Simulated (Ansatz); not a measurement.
Take SnO in the litharge type structure (space group P4/nmm, No. 129; layered, stacked along the Cartesian z axis) as the base.

```
CELL_PARAMETERS angstrom
      3.79274     0.00000     0.00000
      0.00000     3.79274     0.00000
      0.00000     0.00000     4.76440
ATOMIC_POSITIONS crystal
  Sn 0.50000 0.00000 0.24062
  Sn 0.00000 0.50000 0.75938
  O  0.00000 0.00000 0.00000
  O  0.50000 0.50000 0.00000
```

Cartesian axes are those of the cell as printed.

Method: DFT with r2SCAN+rVV10, PAW potentials and a 500 eV plane-wave cutoff in Ansatz (a quantum-chemistry and plane-wave program), no SOC, earlier PAW set.

Strains are applied to the cell and any free atomic positions relax.

One change was made to it. Results:

```csv
quantity,base,after
"pressure (mean of the normal stresses, compression positive)",0.0 GPa,0.7 GPa
energy relative to the base (free energy F),0 meV/atom,+2.1 meV/atom
shortest interatomic distance,2.216 Å,2.206 Å
```

### Question
Name the change that was made.
(A) strain tensor (xx, yy, zz, yz, xz, xy) = (−1.01, −0.03, +0.19, −0.24, −0.93, +0.66) %
(B) isotropic strain +2.51 %
(C) uniaxial strain ε_xx = −0.20 %
(D) uniaxial strain ε_zz = −1.03 %

### Answer
A, strain tensor (xx, yy, zz, yz, xz, xy) = (−1.01, −0.03, +0.19, −0.24, −0.93, +0.66) %. For comparison, the energy relative to the base in the other runs: uniaxial strain ε_zz = −1.03 % gives +0.2 meV/atom; uniaxial strain ε_xx = −0.20 % gives 0.0 meV/atom; isotropic strain +2.51 % gives +16 meV/atom.

The mesh was chosen for an insulator and is coarse for the gapless case. No phonon test of stability was made. The final runs are not spin-polarised.
